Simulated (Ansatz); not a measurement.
Start from KTaO3 in the cubic perovskite structure (space group Pm-3m, No. 221; a = 3.9853 Å). Axes: x, y, z lie along the cube axes.

The values are results of PBEsol, PAW, 420 eV (Ansatz, a first-principles code; spin-orbit coupling left out), not measurements.

Strains are applied to the cell and any free atomic positions relax; under biaxial strain the out-of-plane vector relaxes too.

One change was made to it. Results:

```tsv
quantity	base	after
smallest direct gap	2.75 eV	2.72 eV
energy relative to the base (free energy F)	0 meV/atom	+2.9 meV/atom
```

Name the change that was made.
(A) biaxial strain −1.00 %, plane normal [111], relaxed out of plane
(B) biaxial strain −2.50 %, plane normal [111], relaxed out of plane
(C) biaxial strain −2.00 %, plane normal [111], relaxed out of plane

A, biaxial strain −1.00 %, plane normal [111], relaxed out of plane. For comparison, the energy relative to the base in the other runs: biaxial strain −2.00 %, plane normal [111], relaxed out of plane gives +12 meV/atom; biaxial strain −2.50 %, plane normal [111], relaxed out of plane gives +18 meV/atom.

With Ta present, leaving out spin-orbit coupling can change the band edges. Stability against distortions was not tested.
